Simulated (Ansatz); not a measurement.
Consider the following.

```
CELL_PARAMETERS angstrom
      0.00000     2.68889     2.73907
      2.68889     0.00000     2.73907
      2.68889     2.68889     0.00000
ATOMIC_POSITIONS crystal
  Si 0.00000 0.00000 0.00000
  Si 0.25000 0.25000 0.25000
```

Level of theory: r2SCAN with spin-orbit coupling, rigid bands (plane waves, PAW; Ansatz, a first-principles code). Condition of this run: biaxial stress in (001) of 1.8 GPa (compression positive) (the target of the relaxation). Cell: cell and atoms relaxed with PBEsol, then loaded as said.

### Question
Predict the hole conductivity mass (n e² τ/σ) at 300 K, by direction if it differs.

### Answer
0.30 (x), 0.30 (y), 0.32 (z) mₑ.

### Question
Predict the electron conductivity mass (n e² τ/σ) at 300 K, by direction if it differs.

### Answer
0.34 (x), 0.34 (y), 0.21 (z) mₑ.

### Question
And the band gap?

### Answer
0.62 eV at this level; semilocal functionals usually fall short of the measured gap.

Rigid bands, one relaxation time for all states, no polarons. Geometry: cell and atoms relaxed with PBEsol.
